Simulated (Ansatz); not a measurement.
**BaSiO₃ (model structure, started from the tetragonal perovskite type, P4mm, No. 99, 5 atoms in the cell)**

Computed with G0W0@PBEsol (Ansatz, a first-principles code, hard PAW, contour deformation, complete-basis limit).

Run with largest k mesh 8×8×6 (not extrapolated in the mesh).

Cell (relaxed with PBEsol):

```xyz
5
Lattice="3.5271 0.0000 0.0000 0.0000 3.5271 0.0000 0.0000 0.0000 4.9633" Properties=species:S:1:pos:R:3 pbc="T T T"
Si     1.7636     1.7636     2.4318
Ba     0.0000     0.0000    -0.0592
O      1.7636     1.7636     4.0731
O      1.7636     0.0000     2.0035
O      0.0000     1.7636     2.0035
```

* **band gap**: 3.49 eV

Note: the relaxation could raise the start's symmetry but not lower it, so the cell can be a saddle point; the gap holds a correction of +0.54 eV to the complete basis.

Spin–orbit coupling is not included.

Static lattice: no zero-point or thermal effects.

Computing time: around 3 core-hours (rough).

A model structure was made by putting elements into a prototype or built by hand; it is no filed structure, need not be a known phase, and can be a saddle point held by its symmetry.
